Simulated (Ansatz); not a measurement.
Take KI in the CsCl type structure (space group Pm-3m, No. 221; a = 4.292 Å; a model cell, its experimental status unchecked) as the base.

Calculations: r2SCAN (Ansatz, an electronic-structure program, PAW, spin-orbit coupling left out).

One change was made to it. Results:

The density shrinks by 0.342 g/cm³, from 3.49 g/cm³ to 3.14 g/cm³; the band gap grows by 0.73 eV (4.04 eV → 4.77 eV).

Question: Name the change that was made.
A. I → Br
B. I → Rh
C. K → Na

Answer: A, I → Br. For comparison, the band gap in the other runs: I → Rh gives zero; K → Na gives 3.06 eV.

With I present, leaving out spin-orbit coupling can change the band edges. Stability against distortions was not tested. As relaxed here, KRh and NaI are hypothetical phases, not in the database extracts checked. For KBr in this form, whether it has been made was not checked. All final runs are without spin polarisation. KRh has a high density of states at the Fermi level and may be magnetic at this level. This is not the structure that KBr has at room temperature and ambient pressure. This is not the structure that KI has at room temperature and ambient pressure.
